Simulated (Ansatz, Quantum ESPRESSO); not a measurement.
One structure in several programs: VCrB2 (P1, 4 atoms in the cell)

Self-consistent single point, at a second geometry (atoms moved at random). First geometry:

```
VCrB2
1.0
    2.99017     0.00000     0.00000
    0.00000     1.51800     4.03244
    0.00000    -1.51800     4.03244
V Cr B
1 1 2
Direct
  0.50000   0.14781   0.14781
  0.00000   0.85370   0.85370
  0.00000   0.56275   0.56275
  0.50000   0.43574   0.43574
```

Second geometry:
```
CELL_PARAMETERS angstrom
      2.99017     0.00000     0.00000
      0.00000     1.51800     4.03244
      0.00000    -1.51800     4.03244
ATOMIC_POSITIONS crystal
  V  0.50308 0.12608 0.17384
  Cr 0.99450 0.86385 0.83901
  B  0.99943 0.58199 0.54572
  B  0.50299 0.42808 0.44143
```

Shared settings, as Ansatz (an electronic-structure program) writes them: kpoints.mp_grid.grid = 9 9 9; scf.occupations.method = fermi_dirac; scf.occupations.width = 0.05 eV. Potentials and cutoffs stand in the table.

| code | model | ΔF from the first geometry (meV/atom) | pressure (GPa) | largest force (eV/Å) | cutoff |
|---|---|---|---|---|---|
| Ansatz | LDA (PW92), PAW files made with PBE | 27.4 | -25.68 | 1.443 | 420 eV |
| Quantum ESPRESSO | LDA (PZ), GBRV 1.5 ultrasoft (LDA) pseudopotentials | 27.3 | -24.99 | 1.445 | 50 Ry |

Size of the force on each atom (eV/Å): Sizes of forces hide their directions.

```tsv
code	V1	Cr2	B3	B4
Ansatz	1.443	0.726	1.087	0.510
Quantum ESPRESSO	1.445	0.718	1.084	0.505
```

On Ansatz's run: spin polarisation is off.

The spread over the programs that give each value: ΔF from the first geometry within 0.1 meV/atom; pressure within 0.69 GPa; largest force within 0.002 eV/Å.

Ansatz's pressure is given at a fixed set of plane waves, as the other plane-wave codes print theirs; with its correction for the finite basis it is -25.51 GPa. The same LDA comes in different parametrisations, which differ slightly.

The starting cell comes from a database of computed structures (which also holds hypothetical and non-ambient phases and stackings), without a prior relaxation at this level. Its lattice was rescaled by a random factor within 2.5 % of one. For this run, on top of that: atoms moved at random.

Keys are those of Ansatz 0.2.
